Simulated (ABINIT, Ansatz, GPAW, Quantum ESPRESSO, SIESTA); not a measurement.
**One structure in several programs: V (Im-3m, 1 atom in the cell)**

Self-consistent single point.

```xyz
1
Lattice="-1.5282 1.5282 1.5282 1.5282 -1.5282 1.5282 1.5282 1.5282 -1.5282" Properties=species:S:1:pos:R:3 pbc="T T T"
V      0.0000     0.0000     0.0000
```

All programs got the same cell, k-point mesh and kind of occupations (in Ansatz's words: kpoints.mp_grid.grid = 20 20 20; scf.occupations.method = gaussian; scf.occupations.width = 0.136 eV); potentials, basis and cutoffs are each program's usual ones.

```tsv
code	model	pressure (GPa)	k-points	cutoff
GPAW	PBE, GPAW PAW datasets PBE (gpaw-data 1.0.1)	-8.57	256	850 eV
Quantum ESPRESSO	PBE, SSSP 1.1.2 efficiency (PBE) pseudopotentials	-9.71	256	50 Ry
SIESTA	GGA PBE, numerical atomic orbitals DZP, PseudoDojo PBE standard norm-conserving potentials (rewritten from UPF to PSML)	-11.29	4220	grid 300 Ry
ABINIT	PBE, norm-conserving pseudopotentials (PseudoDojo nc-sr-05 PBE standard)	-9.55	256	42 Ha
Ansatz	PBE, default PAW files	-9.64	256	420 eV
```

The spread over the programs that give each value: pressure within 2.72 GPa.

The starting cell comes from a database of computed structures (which also holds hypothetical and non-ambient phases and stackings), without a prior relaxation at this level. Its lattice was rescaled by a random factor within 2.5 % of one. On Ansatz's run: Spin polarisation is off. In the base run, with a pressure of about -10 GPa the cell is away from its equilibrium volume at this level.

Problem. Why do the programs differ, and what cannot be compared?

Solution. Differences of this kind can come from the potentials, where these differ, and from what each basis and cutoff leave unconverged. The zero of total energies and Fermi levels follows the potentials and each program's conventions, so they are not compared here. SIESTA uses small atom-centred bases, whose incompleteness enters pressures, forces and empty levels differently from a plane-wave cutoff. Ansatz's pressure is given at a fixed set of plane waves, as the other plane-wave codes print theirs; with its correction for the finite basis it is -9.56 GPa. The programs reduce the same mesh by symmetry to different extents, which changes the work and not the result. In the pressure, GPAW (by 1.02) and SIESTA (by 1.70) lie more than 1 GPa from the median of the plane-wave programs.

Left out of this page: Elk and FLEUR (not drawn, or without a comparable value).

Ansatz is a program for electronic structure.

Keys are those of Ansatz 0.2.
